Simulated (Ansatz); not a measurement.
**Mg on the Al site + 1 H (wurtzite AlN host)**

Computed with PBE, PAW (plane waves to 420 eV; Ansatz, an electronic-structure program). A 3×2×2 supercell of 96 sites was used; the energies come from a 2×2×2 shifted sampling of its zone. Sites at the start: the Al site; H antibonding at the neighbour. Finite-size correction: monopole term and site-potential alignment. Dielectric constants: PBE linear response of the host. Host gap at this level: 4.03 eV. A cell of this size leaves errors of a few tenths of an eV. Levels are measured in PBE's own, too narrow, gap. Spin–orbit coupling is left out. Each state is the lowest found from its start.

Formation energies E_f are given with the Fermi level at the valence-band maximum. Chemical conditions: Al-rich (Δμ(Al) = 0.00 eV, Δμ(H) = -0.003 eV, Δμ(Mg) = -0.035 eV, bounded by AlH3 (R-3c), Mg17Al12 (I-43m); only phases computed here count, gases as isolated molecules at 0 K). Reference phases: Al: fcc Al, H: H2 molecule in a box, Mg: hcp Mg.

```json
[
 {"charge": "+1*", "moment (μB)": "1.0", "largest move off a lattice site (Å)": "0.28", "image correction with alignment (eV)": "–", "E_f, Al-rich (eV)": "–"},
 {"charge": "0", "moment (μB)": "not spin-polarised", "largest move off a lattice site (Å)": "0.28", "image correction with alignment (eV)": "0.01", "E_f, Al-rich (eV)": "2.34"}
]
```

* At this level the carrier isn't localised at the defect: at charge +1 holes occupy the valence band. Such a state is shallow or no state of the defect, and this cell gives it no level.

No other site or start that was run ended lower by more than 0.1 eV.

Flagged in the runs: a doubtful potential alignment, a host whose relaxation on this sampling wasn't shown to rest, a strain field that reaches the edge of the cell.
